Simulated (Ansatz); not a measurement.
Base system: Ti₂InB₂ (space group P-6m2, No. 187; a hypothetical phase, not in the database extracts checked).

```yaml
crystal:
  lattice:
    - [3.08206, 0.00000, 0.00000]
    - [-1.54103, 2.66914, 0.00000]
    - [0.00000, 0.00000, 7.93614]
  atoms:
    - { symbol: Ti, position: [0.33333, 0.66667, 0.69304] }
    - { symbol: Ti, position: [0.33333, 0.66667, 0.30696] }
    - { symbol: In, position: [0.00000, 0.00000, 0.00000] }
    - { symbol: B, position: [0.00000, 0.00000, 0.50000] }
    - { symbol: B, position: [0.66667, 0.33333, 0.50000] }
```

Cartesian axes are those of the cell as printed.

The values are results of PBE (Ansatz, an electronic-structure program; PAW; 420 eV plane waves; no spin-orbit coupling), not measurements.

Before the change:

The pressure is 0.0 GPa. The shortest interatomic distance is 1.779 Å.

Perturbation: uniaxial strain ε_xx = −3.01 %, all other strain components held at zero; the atoms relax in the strained cell.

**Question.** Estimate the effect on the energy relative to the base.

**Answer.** The energy increases by 14 meV/atom.

**Question.** Estimate the effect on the pressure.

**Answer.** The pressure (mean of the normal stresses, compression positive) goes from zero to 5.2 GPa.

**Question.** Predict the new largest internal atomic displacement.

**Answer.** The largest internal atomic displacement is 0.018 Å.

**Question.** Predict the new shortest interatomic distance.

**Answer.** The shortest interatomic distance falls by 0.038 Å to 1.741 Å.

Without a gap, meshes like the base's 17×17×6 leave anisotropic stresses uncertain by several tenths of a GPa, and small strain energies with them. Stability against distortions was not tested. The final runs are not spin-polarised. An odd electron count without spin: Ti2InB2.
